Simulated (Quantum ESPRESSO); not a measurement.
Input and output of a self-consistent single point for Y3Cu4Ge4 (Immm, 11 atoms in the cell) (Quantum ESPRESSO).

Method of the run: PBEsol, PSlibrary ultrasoft (PBE) pseudopotentials (plane waves; Quantum ESPRESSO).

```
CELL_PARAMETERS angstrom
      2.11221     3.33295     6.98677
     -2.11221     3.33295     6.98677
     -2.11221    -3.33295     6.98677
ATOMIC_POSITIONS crystal
  Y  0.00000 0.50000 0.50000
  Y  0.12946 0.00000 0.12946
  Y  0.87054 0.00000 0.87054
  Cu 0.33064 0.81004 0.52060
  Cu 0.66936 0.18996 0.47940
  Cu 0.33064 0.18996 0.14068
  Cu 0.66936 0.81004 0.85932
  Ge 0.21645 0.50000 0.71645
  Ge 0.78355 0.50000 0.28355
  Ge 0.50000 0.30861 0.19139
  Ge 0.50000 0.69139 0.80861
```

Reference input (self-consistent single point, DFT, PBEsol, plane waves, PSlibrary ultrasoft (PBE) pseudopotentials): ecutwfc = 50 Ry; ecutrho = 350 Ry; occupations = smearing; smearing = cold; degauss = 0.0073499 Ry; input_dft = pbesol; K_POINTS = automatic 6 6 6 1 1 1; conv_thr = 1e-09 Ry; mixing_beta = 0.3. This run's input differs from it in these lines:

```diff
@@ -14,4 +14,4 @@
   ntyp = 3
-  ecutwfc = 50
-  ecutrho = 350
+  ecutwfc = 88
+  ecutrho = 616
   occupations = 'smearing'
```

Log, with long lists cut:

```
     Self-consistent Calculation

     iteration #  1     ecut=    88.00 Ry     beta= 0.30

     total energy              =    -786.36531776 Ry
     estimated scf accuracy    <       0.93042915 Ry

     iteration #  2     ecut=    88.00 Ry     beta= 0.30

     total energy              =    -786.61903863 Ry
     estimated scf accuracy    <       0.64595279 Ry

     iteration #  3     ecut=    88.00 Ry     beta= 0.30

     total energy              =    -786.66312698 Ry
     estimated scf accuracy    <       0.04245377 Ry

   [... 10 blocks of this kind left out ...]

     iteration # 14     ecut=    88.00 Ry     beta= 0.30

     total energy              =    -786.67410480 Ry
     estimated scf accuracy    <          1.0E-09 Ry

     iteration # 15     ecut=    88.00 Ry     beta= 0.30
     End of self-consistent calculation

     the Fermi energy is    10.7739 ev

!    total energy              =    -786.67410480 Ry
     estimated scf accuracy    <          9.6E-11 Ry
     smearing contrib. (-TS)   =       0.00010747 Ry
     internal energy E=F+TS    =    -786.67421227 Ry

     convergence has been achieved in  15 iterations

     Forces acting on atoms (cartesian axes, Ry/au):

     atom    1 type  1   force =     0.00000000    0.00000000    0.00000000
     atom    2 type  1   force =     0.00000000   -0.00000000    0.00497669
     atom    3 type  1   force =     0.00000000   -0.00000000   -0.00497669
     atom    4 type  2   force =     0.00000000    0.00336764   -0.00053704
     atom    5 type  2   force =     0.00000000   -0.00336764    0.00053704
   [... lines left out ...]

     Total force =     0.011193     Total SCF correction =     0.000004

          total   stress  (Ry/bohr**3)                   (kbar)     P=      -42.02
  -0.00030527  -0.00000000  -0.00000000          -44.91       -0.00       -0.00
   0.00000000  -0.00028010  -0.00000000            0.00      -41.20       -0.00
  -0.00000000   0.00000000  -0.00027166           -0.00        0.00      -39.96

   JOB DONE.
```

The run converged in 15 iterations. Against the reference run the free energy goes down by 10.8 meV/atom, the pressure goes from -4.63 to -4.20 GPa and the largest force stays at 0.128 eV/Å.

The starting cell comes from a database of computed structures (which also holds hypothetical and non-ambient phases and stackings), without a prior relaxation at this level. Spin polarisation is off.

Cost on one core of a shared machine: roughly 70 min.
